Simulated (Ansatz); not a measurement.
The starting structures come from a database of crystals and need not be the phases stable at ambient conditions.

The decay constant κ of evanescent states in the gap governs leakage through a thin film.

Consider the following.

```xyz
20
Lattice="7.9559 0.0000 0.0000 0.0000 9.3891 0.0000 3.9779 3.1297 2.2967" Properties=species:S:1:pos:R:3 pbc="T T T"
Li     5.9412     5.0771     1.9991
Li     5.9926     7.4417     0.2975
Li     7.2319    11.3365     1.8490
Li     4.7019     1.1823     0.4476
Li     2.7386     5.0771     0.7452
Li     9.1952     7.4417     1.5515
Al     0.0000     4.6946     0.0000
Al     0.0000     0.0000     0.0000
H      5.3435    11.4682     2.1385
H      6.5903     1.0506     0.1582
H      7.4100     8.3385     1.2617
H      4.5237     4.1803     1.0349
H      3.1582     2.0791     1.1931
H      8.7756    10.4397     1.1035
H      4.5456     8.7594     0.9510
H      7.3882     3.7594     1.3457
H      8.8374     5.6297     1.1645
H      3.0964     6.8891     1.1322
H      6.5066     5.6297     0.1812
H      5.4272     6.8891     2.1155
```

Space group of this cell: R-3. The cell is taken as given.

Transport runs along the normal of the first two printed cell vectors, the (100) plane of the conventional cell.

No gap correction and no spin-orbit coupling; mid-gap values are interpolated between computed energies.

**Question.** Compute, with Ansatz (a first-principles code) with r2SCAN, the band gap and the smallest decay constant κ at mid-gap.

**Answer.** Gap 4.20 eV on a 14×14×14 mesh; κ = 0.365 1/Å, at (0.250, 0.500) of the in-plane reciprocal vectors. At the zone centre, at the nearest computed energy, the slowest state has κ = 0.37 1/Å.
